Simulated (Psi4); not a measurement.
Psi4 1.11, PBE/def2-svp: Si(H)(NEt2)(OH)2 (CCN(CC)[SiH](O)O), 21 atoms. The geometry is a generated start, not checked to be a minimum at this level.

task: energy
method: pbe
basis: def2-svp
memory: 3 GB
maxiter: 100
keys of the molecule block: symmetry c1
scf_type: df (default)
guess: auto, which took SAD (default)
scf_initial_accelerator: adiis (default)
e_convergence: 1e-06 (default)
d_convergence: 1e-06 (default)
dft_radial_points: 75 (default)
dft_spherical_points: 302 (default)
basis functions: 181
grid points: 440831

```xyz
21

Si     1.6074    -0.6246    -0.0988
O      2.4513    -0.2716    -1.4344
O      1.8615    -2.2014     0.2347
N     -0.0363    -0.3273    -0.4927
C     -0.3937     0.9014    -1.1686
C     -0.2013     2.1681    -0.3357
C     -1.1102    -1.0520     0.1411
C     -1.5735    -0.4843     1.4847
H      2.1321     0.1573     1.0258
H      3.2781    -0.7197    -1.5822
H      1.4318    -2.5878     0.9884
H     -1.4369     0.8281    -1.4933
H      0.2363     0.9788    -2.0587
H      0.8503     2.2878    -0.0937
H     -0.5321     3.0352    -0.9020
H     -0.7651     2.1208     0.5910
H     -1.9633    -1.0854    -0.5465
H     -0.7709    -2.0799     0.2914
H     -2.2655    -1.1759     1.9605
H     -2.0813     0.4664     1.3495
H     -0.7188    -0.3339     2.1395
```

One run each on 2 threads. Values of diis_max_vecs tried: 3, 6, 10 (default), 20.

How does the count of SCF iterations change with diis_max_vecs, and where is it least?

Fewest SCF iterations, within one of each other: 6 with 10, 10 (default) with 10, 20 with 10. The count rises to 19 at 3. All converge to one solution.

```tsv
diis_max_vecs	SCF iterations	end
3	19	same solution
6	10	same solution
10 (default)	10	same solution
20	10	same solution
```
